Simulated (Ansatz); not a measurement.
**One-dimensional BeS body, 2 atoms a period**

Levels: PBE (plane waves to 420 eV, PAW; Ansatz, a program for electronic structure); r2SCAN (plane waves to 500 eV, PAW; Ansatz); HSE06 in Ansatz. Unmarked values and the geometry are of the first. Mesh 1×1×74. No spin polarisation. Periodic along z alone, with about 11 Å of vacuum beside it. A hypothetical model. Only distortions within the start's symmetry and period were free. Pairing along the axis, which can open a gap, is among the distortions not tried. HSE06 ran on a 1×1×5 mesh and at PBE's edge points. Buckling under compression is shut out by symmetry and the short period.

```
Property                                                                              Value
---------------------------------------------------------  --------------------------------
period along the axis (2 atoms)                                                     3.701 Å
PBE gap                                                    3.89 eV, direct at the zone edge
electron mass along the axis (PBE)                                                  0.31 mₑ
hole mass along the axis (PBE)                                                      0.63 mₑ
valence and conduction edges under the vacuum level (PBE)                  6.55 and 2.66 eV
r2SCAN gap at this geometry                                                         4.49 eV
HSE06 gap at this geometry                                                          4.99 eV
axial stiffness dF/dε                                                                 55 nN
```

```
CELL_PARAMETERS angstrom
     11.00000     0.00000     0.00000
      0.00000    11.00000     0.00000
      0.00000     0.00000     3.70106
ATOMIC_POSITIONS crystal
  Be 0.50000 0.50000 0.00000
  S  0.50000 0.50000 0.50000
```
